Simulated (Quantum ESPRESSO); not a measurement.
Input and output of a self-consistent single point for Pt (Fm-3m, 1 atom in the cell) (Quantum ESPRESSO).

Method: PBE, SSSP 1.1.2 efficiency (PBE) pseudopotentials (plane waves; Quantum ESPRESSO).

```yaml
crystal:
  lattice:
    - [0.00000, 1.92978, 1.92978]
    - [1.92978, 0.00000, 1.92978]
    - [1.92978, 1.92978, 0.00000]
  atoms:
    - { symbol: Pt, position: [0.00000, 0.00000, 0.00000] }
```

Reference input (self-consistent single point, DFT, PBE, plane waves, SSSP 1.1.2 efficiency (PBE) pseudopotentials): ecutwfc = 40 Ry; ecutrho = 320 Ry; occupations = smearing; smearing = methfessel-paxton; degauss = 0.0147 Ry; potentials = {Pt: pt_pbe_v1.4.uspp.F.UPF}; K_POINTS = automatic 10 10 10 0 0 0; conv_thr = 1e-10 Ry. This run's input differs from it in these lines:

```diff
@@ -18,3 +18,3 @@
 &electrons
- conv_thr = 1.0d-10,
+ conv_thr = 7.3e-03,
 /
```

Output, abridged:

```
     Self-consistent Calculation

     iteration #  1     ecut=    40.00 Ry     beta= 0.70

     negative rho (up, down):  1.732E-01 0.000E+00

     total energy              =    -210.46511848 Ry
     estimated scf accuracy    <       0.67337639 Ry

     iteration #  2     ecut=    40.00 Ry     beta= 0.70

     negative rho (up, down):  1.780E-01 0.000E+00

     total energy              =    -210.65278332 Ry
     estimated scf accuracy    <       0.15533126 Ry

     iteration #  3     ecut=    40.00 Ry     beta= 0.70

     negative rho (up, down):  1.770E-01 0.000E+00
     End of self-consistent calculation

     the Fermi energy is    24.1683 ev

!    total energy              =    -210.68676240 Ry
     estimated scf accuracy    <       0.00052697 Ry
     smearing contrib. (-TS)   =       0.00033575 Ry
     internal energy E=F+TS    =    -210.68709815 Ry

     convergence has been achieved in   3 iterations

     negative rho (up, down):  1.770E-01 0.000E+00

     Forces acting on atoms (cartesian axes, Ry/au):

     atom    1 type  1   force =     0.00000000    0.00000000    0.00000000

     Total force =     0.000000     Total SCF correction =     0.000000

     negative rho (up, down):  1.770E-01 0.000E+00
          total   stress  (Ry/bohr**3)                   (kbar)     P=      154.52
   0.00105037  -0.00000000  -0.00000000          154.52       -0.00       -0.00
  -0.00000000   0.00105037  -0.00000000           -0.00      154.52       -0.00
  -0.00000000  -0.00000000   0.00105037           -0.00       -0.00      154.52

   JOB DONE.
```

The run converged in 3 iterations. Against the reference run the free energy rises by 2.1 meV/atom and the pressure goes from 24.75 to 15.45 GPa.

The starting cell comes from a database of computed structures (which also holds hypothetical and non-ambient phases and stackings), without a prior relaxation at this level. Its lattice was rescaled by a random factor within 2.5 % of one. Spin polarisation is off. With a pressure of about 15 GPa the cell is away from its equilibrium volume at this level.
